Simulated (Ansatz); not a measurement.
CdTe (zinc blende, F-43m), quasi-harmonic approximation with LDA density-functional theory in Ansatz (plane waves, PAW). Dynamical quadrupoles are not included in the interpolation of the phonons between the solved wave vectors. Spin-orbit coupling is not included.

| T (K) | α_L (10⁻⁶/K) | C_P (J/mol/K) | bulk modulus B_T (GPa) | γ |
|---|---|---|---|---|
| 100 | 2.3 | 40.3 | 45.0 | 0.31 |
| 300 | 5.2 | 48.7 | 42.8 | 0.54 |
| 450 | 5.8 | (withheld) | 41.1 | 0.58 |
| 650 | (withheld) | 50.0 | 39.0 | 0.61 |
| 750 | 6.8 | 50.2 | 37.9 | 0.62 |
| 900 | 7.3 | 50.4 | 36.4 | 0.64 |
| 950 | 7.5 | 50.5 | 35.9 | 0.65 |
| 1000 | 7.6 | 50.6 | 35.4 | 0.66 |

### Question
Fill in the missing entries.

### Answer

- 450, C_P (J/mol/K): 49.5
- 650, α_L (10⁻⁶/K): 6.4

Whether this phase is the stable one at each condition was not tested.

The PAW data sets were generated under PBE and serve the other functionals too.

Ansatz is an electronic-structure program.
